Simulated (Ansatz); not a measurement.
The starting structures come from a database of crystals and need not be the phases stable at ambient conditions.

 Where the default PAW files enter, the runs use the earlier of Ansatz's two default sets.

Tunnelling through a barrier is set by its complex band structure: the current falls as exp(−2κd) with the smallest κ.

Given:

```
CELL_PARAMETERS angstrom
      6.72809     0.00000     0.00000
      2.86979     6.08535     0.00000
      1.92915    -3.04267     3.60270
ATOMIC_POSITIONS crystal
  Y  0.75000 0.75000 0.50000
  Y  0.50000 0.50000 0.00000
  V  0.25000 0.25000 0.50000
  V  0.00000 0.00000 0.00000
  O  0.42525 0.91379 0.39038
  O  0.77341 0.06563 0.40184
  O  0.91379 0.42525 0.60962
  O  0.06563 0.77341 0.59816
  O  0.82475 0.33621 0.10962
  O  0.47659 0.18437 0.09816
  O  0.33621 0.82475 0.89038
  O  0.18437 0.47659 0.90184
```

Space group of this cell: I4_1/a. The cell is taken as given; by r2SCAN its mean pressure is -9.0 GPa.

Transport runs along the normal of the first two printed cell vectors, the (110) plane of the conventional cell.

The gap is the functional's own. No spin-orbit coupling. Mid-gap values are interpolated on the energy grid.

State the band gap and the smallest decay constant κ at mid-gap according to r2SCAN in Ansatz (a quantum-chemistry and plane-wave program).

Gap 2.90 eV on a 8×8×8 mesh; κ = 0.450 1/Å, at (0.500, 0.500) of the in-plane reciprocal vectors. At the zone centre, at the nearest computed energy, the slowest state has κ = 0.46 1/Å.
